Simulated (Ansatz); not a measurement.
Input:

```
CELL_PARAMETERS angstrom
      3.96095     0.00000     0.00000
      0.00000     3.96095     0.00000
      0.00000     0.00000     3.94437
ATOMIC_POSITIONS crystal
  Nb 0.00000 0.00000 0.00000
  Ag 0.50000 0.50000 0.50000
  O  0.50000 0.00000 0.00000
  O  0.00000 0.50000 0.00000
  O  0.00000 0.00000 0.50000
```

A single point on NbAgO3 with a change (biaxial strain +0.28 %, plane normal [001], relaxed out of plane), its geometry relaxed with PBEsol.

The values are results of Ansatz (a quantum-chemistry and plane-wave program), PBEsol, PAW, cutoff 420 eV, spin-orbit coupling included, not measurements. Γ-centred 8×8×8 mesh, Fermi–Dirac width 0.05 eV.

### Question
Predict the gap character, pressure and band gap.

### Answer
```json
{
 "gap_character": "indirect, M → X",
 "pressure": "-0.89 GPa",
 "band_gap": "1.37 eV"
}
```

Single points use the geometry relaxed with PBEsol. Stability against distortions was not tested. The cell was made from NbAgO₃ in the cubic perovskite structure (space group Pm-3m, No. 221; a cell from a computed database, its experimental status unchecked) by this change: biaxial strain +0.28 %, plane normal [001], relaxed out of plane. Many cubic perovskites are stable only at high temperature; tilts and polar distortions were not tested.
